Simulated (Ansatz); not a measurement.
Where the default PAW files enter, the runs use the earlier of Ansatz's two default sets.

The decay constant κ of evanescent states in the gap governs leakage through a thin film.

Consider the following.

```xyz
4
Lattice="4.1690 0.0000 0.0000 0.0000 4.3358 0.0000 0.0000 2.1679 1.2516" Properties=species:S:1:pos:R:3 pbc="T T T"
C      3.9071     2.8906     0.0000
C      0.2619     1.4453     0.0000
C      1.8226     1.4453     0.0000
C      2.3463     2.8906     0.0000
```

Space group of this cell: P6_3/mmc. The cell is taken as given.

Transport runs along the normal of the first two printed cell vectors, the (110) plane of the conventional cell.

The gap is the functional's own, uncorrected, and κ follows it; spin-orbit coupling is left out. Mid-gap values are interpolated between the computed energies.

Q: Predict the band gap and the smallest decay constant κ at mid-gap from r2SCAN (Ansatz, a quantum-chemistry and plane-wave program).

A: Gap 3.59 eV on a 8×24×24 mesh; κ = 0.302 1/Å, at the zone centre.
